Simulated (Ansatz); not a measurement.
Given:

```xyz
2
Lattice="2.5571 0.0000 0.0000 0.0000 2.5571 0.0000 1.2786 -1.2786 1.7819" Properties=species:S:1:pos:R:3 pbc="T T T"
B      0.0000     0.0000     0.0000
N      2.5571     1.2786     0.8909
```

No spin polarisation.

Calculations: LDA/PAW in Ansatz (a first-principles code), no SOC. Γ-centred 16×16×16 mesh, Fermi–Dirac width 0.05 eV.

### Question
What is the computed pressure (mean of the normal stresses, compression positive)?

### Answer
-59.6 kbar.

### Question
What is the computed space group?

### Answer
I-4m2 (No. 119).

The cells carry an imposed strain or load. Whether these cells are dynamically stable was not tested. The cell was made from BN in the zinc blende structure (space group F-43m, No. 216) by this change: biaxial strain +1.00 %, plane normal [001], relaxed out of plane.
